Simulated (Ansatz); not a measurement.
Base system: Au in the fcc (Cu type) structure (space group Fm-3m, No. 225; a = 4.083 Å).

Structures relaxed with PBEsol, PAW, 420 eV (Ansatz, a program for electronic structure; no spin-orbit coupling), earlier PAW set.

Base:

Simulated powder pattern, Cu Kα1, λ = 1.54056 Å (kinematic, ideal powder, no thermal factors, no anomalous dispersion; the 14 strongest lines at most, above 2 %, up to 2θ = 90°):

```
2θ (°)  I/Imax (%)    hkl
------  ----------  -----
38.14          100  (111)
44.33           49  (200)
64.49           33  (220)
77.46           40  (311)
81.61           12  (222)
```

Perturbation: Ir takes the place of Au on all its sites; the structure is relaxed again.

### Question
Where do the lines fall after the change?

### Answer

Simulated powder pattern, Cu Kα1, λ = 1.54056 Å (kinematic, ideal powder, no thermal factors, no anomalous dispersion; the 14 strongest lines at most, above 2 %, up to 2θ = 90°):

```
2θ (°)  I/Imax (%)    hkl
------  ----------  -----
40.77          100  (111)
47.43           49  (200)
69.33           33  (220)
83.67           40  (311)
88.32           12  (222)
```

The indices refer to each structure's own conventional cell; one index is shown for lines that coincide.

Whether these cells are dynamically stable was not tested. All final runs are without spin polarisation.
